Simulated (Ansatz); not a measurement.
TiAl: response to strain

The parent structure is TiAl (space group P4/mmm, No. 123; a = 2.813 Å, c = 4.062 Å; relaxed with 0.1 eV smearing). Axes: x, y, z lie along a, b, c of the conventional cell.

Strains are applied to the cell and any free atomic positions relax.

Computed with r2SCAN (Ansatz, a quantum-chemistry and plane-wave program; PAW; 500 eV plane waves; no spin-orbit coupling).

Notes on the quantities. pressure: mean of the normal stresses, compression positive; energy relative to the base: free energy F.

```csv
case,volume per atom,pressure,energy relative to the base
base,16.07 Å³,0.0 GPa,0 meV/atom
uniaxial strain ε_zz = +0.50 %,16.15 Å³,-0.6 GPa,+0.2 meV/atom
uniaxial strain ε_zz = +1.00 %,16.23 Å³,-1.2 GPa,+0.9 meV/atom
uniaxial strain ε_zz = +1.50 %,16.31 Å³,-1.7 GPa,+2.1 meV/atom
uniaxial strain ε_zz = +2.00 %,16.39 Å³,-2.3 GPa,+3.7 meV/atom
uniaxial strain ε_zz = +2.50 %,16.47 Å³,-2.8 GPa,+5.7 meV/atom
uniaxial strain ε_zz = +3.00 %,16.55 Å³,…,…
```

### Question
What belongs in the blanks?

### Answer

- uniaxial strain ε_zz = +3.00 %, pressure: -3.4 GPa
- uniaxial strain ε_zz = +3.00 %, energy relative to the base: +8.1 meV/atom

No phonon test of stability was made. The final runs are not spin-polarised.
